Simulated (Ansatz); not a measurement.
Strongest site found for Au on several surfaces, against an atom of fcc Au.

Host crystals: wurtzite AlN, with a band gap; monoclinic HfO2, with a band gap; zinc-blende InP, with a band gap; wurtzite ZnO, with a band gap (PBE, scalar-relativistic without spin-orbit coupling).

Computed with PBE (plane waves to 420 eV, PAW; Ansatz, a quantum-chemistry and plane-wave program).

Counted are starts at which the adsorbate stayed whole and on top. Thin slabs; no dispersion, zero-point or thermal terms; negative values mean binding.

| surface, area an adsorbate | bonded to | E_ads (eV) | shortest bond to the host (Å) |
|---|---|---|---|
| zinc-blende InP (110) (In + P on top), 50 Å² | 3 In + P | 0.76 | [?] |
| monoclinic HfO2 (100) (2 O on top), 28 Å² | 2 Hf + O | [?] | 2.20 |
| wurtzite AlN (10-10) (Al + N on top), 31 Å² | Al + N | [?] | 2.25 |
| wurtzite ZnO (10-10) (O + Zn on top), 35 Å² | O + Zn | 1.76 | 2.23 |

What belongs in the gaps?


- zinc-blende InP (110) (In + P on top), 50 Å², shortest bond to the host (Å): 2.46
- monoclinic HfO2 (100) (2 O on top), 28 Å², E_ads (eV): 1.86
- wurtzite AlN (10-10) (Al + N on top), 31 Å², E_ads (eV): 0.97
